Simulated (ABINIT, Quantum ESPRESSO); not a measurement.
A Quantum ESPRESSO input for a self-consistent single point of RbRuF₆ (P1, 8 atoms in the cell) (DFT, LDA (PZ), plane waves, GBRV 1.5 ultrasoft (LDA) pseudopotentials):

```fortran
&control
 calculation = 'scf'
 prefix = 'run'
 outdir = './out'
 pseudo_dir = './'
 verbosity = 'high'
 tprnfor = .true.
 tstress = .true.
/
&system
 ibrav = 0
 nat = 8
 ntyp = 3
 ecutwfc = 40
 ecutrho = 320
 occupations = 'smearing'
 smearing = 'fd'
 degauss = 0.0036749
 nspin = 2
 starting_magnetization(2) = 0.125
/
&electrons
 conv_thr = 1.0d-9
 mixing_beta = 0.4
/
ATOMIC_SPECIES
Rb    85.4678  rb_lda_v1.uspp.F.UPF
Ru   101.0700  ru_lda_v1.2.uspp.F.UPF
F     18.9984  f_lda_v1.4.uspp.F.UPF
CELL_PARAMETERS angstrom
   3.78829600     2.18717400     2.48183800
  -3.78829600     2.18717400     2.48183800
   0.00000000    -4.37434800     2.48183800
ATOMIC_POSITIONS crystal
Rb    0.49424700    0.50015900    0.49618600
Ru   -0.00249400    0.00222400    0.00333500
F     0.26804000    0.25590300    0.93024500
F     0.73293800    0.73453800    0.08645500
F     0.92179500    0.25819500    0.25729900
F     0.07542300    0.73816300    0.74005900
F     0.26425800    0.92289700    0.25183500
F     0.74579400    0.08792100    0.73458600
K_POINTS automatic
3 3 3  0 0 0
```

Task: Translate this input to ABINIT.

Result: One input that does it (others would too):

```
# RbRuF6, JTH v2.0 LDA PAW
pp_dirpath "./"
pseudos "Rb.LDA_PW-JTH.xml, Ru.LDA_PW-JTH.xml, F.LDA_PW-JTH.xml"
acell 3*1.0 Angstrom
rprim
         3.7882960000    2.1871740000    2.4818380000
        -3.7882960000    2.1871740000    2.4818380000
         0.0000000000   -4.3743480000    2.4818380000
natom 8
ntypat 3
znucl 37 44 9
typat 1 2 3 3 3 3 3 3
xcart
        -0.0423230734    0.0084068471    6.9908676940
         7.1250665028    4.1044757176    4.7043689376
         0.0868868644   -5.5241623939    6.8201331486
        -0.0114541471    5.3506482104    7.2879272306
         4.7506074975    2.7501714968    6.7408769382
        -4.7444508934   -2.7548832991    7.2865858923
        -4.7150924827    2.8249527580    6.7488546181
         4.7096088098   -2.6264453568    7.3553224459
ecut 24
pawecutdg 48
pawovlp -1
pawxcdev 0
ixc 7
nsppol 2
spinat
      0 0 0
      0 0 2
      0 0 0
      0 0 0
      0 0 0
      0 0 0
      0 0 0
      0 0 0
occopt 3
tsmear 0.05 eV
nband 45
kptopt 1
ngkpt 3 3 3
nshiftk 1
shiftk 0 0 0
nstep 50
tolvrs 1.0e-12
prtwf 0
prtden 0
```

Basis, cutoffs, solver keys and any potentials are the target program's own. This input uses DFT, LDA (PW92), plane waves, PAW (JTH v2.0 LDA PAW). LDA parametrisations can differ slightly between programs.

The starting cell comes from a database of computed structures (which also holds hypothetical and non-ambient phases and stackings), without a prior relaxation at this level. Its lattice was rescaled by a random factor within 2.5 % of one. For this run, on top of that: atoms moved at random.
